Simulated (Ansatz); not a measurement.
CsCl-type AuZn (cubic form, which distorts at low temperature) was calculated with r²SCAN-D4 (PAW; Ansatz, an electronic-structure program).

Run with plane-wave cutoff 560 eV, 18×18×18 k mesh, Fermi–Dirac smearing 0.05 eV, scalar-relativistic PAW data made under PBE.

The volume scan:

```
V (Å³/atom)  E − E_lowest (meV/atom)  P (GPa)
-----------  -----------------------  -------
14.500                         27.88    10.33
14.809                         11.82     6.43
15.117                          2.81     3.00
15.426                          0.00    -0.02
15.734                          2.66    -2.68
16.043                         10.12    -5.02
16.351                         21.80    -7.07
```

Task: What bulk modulus B0 and pressure derivative B′ does a third-order Birch–Murnaghan fit give?

Result: V0 = 15.423 Å³/atom, B0 = 142 GPa, B′ = 5.4 (fit to the energies at full precision).

Measured, for comparison: bulk modulus 131 GPa (temperature not stated, no zero-point or thermal correction; as tabulated in Nepal et al. (2020), arXiv:2007.11150). Computed (rounded) less measured: bulk modulus +8 %. A static lattice is as a rule a little smaller and stiffer than an uncorrected measurement, which can account for part of this.

Note: symmetry holds this phase in the static calculation, where it need not be a minimum.

Spin–orbit coupling is not included; it can shift volumes and moduli of such heavy elements.

The computed numbers hold no vibrational or temperature effects.

Computing time: about 4 core-minutes (a rough figure).
